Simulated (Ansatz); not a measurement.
**KMgF3: energy against strain**

KMgF3 (cubic perovskite, Pm-3m, 12.717 Å³/atom at rest) under an equal strain ε in the (111) plane with the normal axis free, as in a coherent film. PBEsol in Ansatz, a plane-wave DFT program (PAW, default set), 420 eV, 8×8×8 Γ-centred mesh, Fermi-Dirac smearing 0.05 eV; ions are relaxed within the symmetry of each cell.

Here s stands for strain and y for E less E0.

| strain (%) | E less E0 (meV/atom) |
|---|---|
| -2.50 | ? |
| -1.00 | 1.22 |
| -0.50 | 0.32 |
| 0.00 | 0.00 |
| 0.50 | 0.29 |
| 1.00 | 1.15 |

Problem. Fit y against s with a parabola, and predict the withheld value at s = -2.50.

Solution. Least squares gives y = 0.006 - 0.0340·s + 1.1800·s². Residuals (row less fit): 0.000, 0.002, -0.006, 0.006, -0.002; standard error 0.006 (degrees of freedom: 2). Twice the quadratic coefficient over the volume, 2 × 1.1800 meV × 10⁴ × 0.1602 / 12.717 Å³, is twice the biaxial elastic modulus of this plane = 297 ± 1.7 GPa. At the withheld row, y = 0.006 - 0.0340 × (-2.5) + 1.1800 × (-2.5)² = 7.466 meV/atom. The calculation gives 7.78 meV/atom, 0.314 meV/atom above the prediction (4.0 % of the range of y in the table). The row lies outside the fitted rows, so this is an extrapolation. From the scatter of the fitted rows alone, a prediction at this place has a standard error of 0.041 meV/atom, so the miss is 7.7 times that.

One order more, fitted to all 11 runs of the series, follows each within 0.01, so the miss is the next term of a smooth law. The primitive cell can neither tilt nor turn polar against its symmetry, as such crystals can under strain. Rows are the converged runs of the series near zero and its far end; series whose fitted rows scatter by over a few per cent of the range, as at a crossing or softening among them, aren't shown in this form. Most that stay on the fit to the last digits aren't either.
